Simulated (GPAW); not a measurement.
GPAW run on NiPt (P4mm, 2 atoms in the cell): self-consistent single point.

Method: PBEsol, GPAW PAW datasets PBEsol (made by gpaw-setup) (plane waves; GPAW 25.7.0).

```
CELL_PARAMETERS angstrom
      2.69639     0.00000     0.00000
      0.00000     2.69639     0.00000
      0.00000     0.00000     3.56043
ATOMIC_POSITIONS crystal
  Ni 0.50000 0.50000 0.51404
  Pt 0.00000 0.00000 0.00000
```
Moments meant for the start (each program seeds them in its own way; μB, in the order of the atoms Ni Pt): 2.0 1.0.

Reference input (self-consistent single point, DFT PBEsol, plane waves, GPAW PAW datasets PBEsol (made by gpaw-setup)): spinpol = true; mode = pw; ecut = 850 eV; xc = PBEsol; kpts = 4 4 3; mesh shift (steps) = 0 0 0; occupations.name = fermi-dirac; occupations.width = 0.1 eV; nbands = -10; convergence.density = 1e-05 e/electron; symmetry.symmorphic = false; symmetry.tolerance = 0.0005. This run's input differs from it in these lines:

```diff
@@ -16,2 +16,3 @@
             mode=PW(850),
+            h=0.25,
             xc='PBEsol',
```

The program printed (abridged):

```
Input parameters:
  convergence: {density: 1e-05}
  h: 0.25
  kpts: {gamma: True,
         size: (4, 4, 3)}
  maxiter: 120
  mode: {ecut: 850.0,
         name: pw}
  nbands: -10
  occupations: {fixmagmom: False,
                name: fermi-dirac,
                width: 0.1}
  spinpol: True
  symmetry: {symmorphic: False,
             tolerance: 0.0005}
  xc: PBEsol

species:
  Ni:
    name: Nickel
    Z: 28.0
    valence: 16
    core: 12
    charge: 0.0
    file: Ni.PBEsol.gz

    # Using partial waves for Ni as LCAO basis

  Pt:
    name: Platinum
    Z: 78.0
    valence: 16
    core: 62
    charge: 0.0
    file: Pt.PBEsol.gz

    # Using partial waves for Pt as LCAO basis

Reference energy: -541568.179831  # eV

Spin-polarized calculation.
Initial magnetic moment: 3.000000

Convergence criteria:
 Maximum [total energy] change in last 3 cyles: 0.0005 eV / valence electron
 Maximum integral of absolute [dens]ity change: 1e-05 electrons / valence electron
 Maximum integral of absolute [eigenst]ate change: 4e-08 eV^2 / valence electron
 Maximum number of scf [iter]ations: 120

Symmetries present (total): 8
Symmetries with fractional translations: 0
48 k-points: 4 x 4 x 3 Monkhorst-Pack grid + [1/8,1/8,0.000000]
12 k-points in the irreducible part of the Brillouin zone
       k-points in crystal coordinates                weights
   0:     0.00000000    0.00000000    0.00000000          1/48
   1:     0.00000000    0.00000000    0.33333333          2/48
   2:     0.25000000    0.00000000    0.00000000          4/48
   [... 7 lines left out ...]
          ...
  11:     0.50000000    0.50000000    0.33333333          2/48

Traceback (most recent call last):
   [... frames left out ...]
AssertionError
```

The program stopped before any SCF iteration. 

The starting cell comes from a database of computed structures (which also holds hypothetical and non-ambient phases and stackings), without a prior relaxation at this level. Its lattice was rescaled by up to half a per cent. One atom was moved a little off its site on purpose. Spin-orbit coupling is off.
